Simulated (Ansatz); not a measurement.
Seebeck coefficient (μV/K, mean over directions) of n-type SnS2 (P-3m1) against carrier density, Ansatz (a program for electronic structure) with PBEsol+D3BJ with spin-orbit coupling, rigid bands. Computed gap 0.95 eV; densities at which minority carriers matter at this gap, or further valleys turn the trend, are left out. Conductivity mass 0.34 mₑ (harmonic mean over directions), N_c = 3.6e19 cm⁻³ at 300 K.

| electron density | 300 K | 500 K |
|---|---|---|
| 1e17 cm⁻³ | -716 | (withheld) |
| 1e18 cm⁻³ | -518 | -585 |
| 3e18 cm⁻³ | -424 | -491 |
| 1e19 cm⁻³ | -322 | -388 |
| 3e19 cm⁻³ | -232 | -296 |
| 1e20 cm⁻³ | -142 | -199 |
| 3e20 cm⁻³ | -79 | (withheld) |
| 1e21 cm⁻³ | -38 | -62 |

Task: Complete the blanks.

Result: 
- 1e17 cm⁻³, 500 K: -784
- 3e20 cm⁻³, 500 K: -123

Rigid bands with a gap fixed in temperature, one relaxation time for all states, no polarons or phonon drag, and whether or not such doping can be reached. Geometry: cell and atoms relaxed with PBEsol+D3(BJ).

PBEsol with a dispersion correction tends to overbind, so the cell can be several per cent short, in bad cases over ten, which usually narrows a gap: SnS2 (P-3m1).
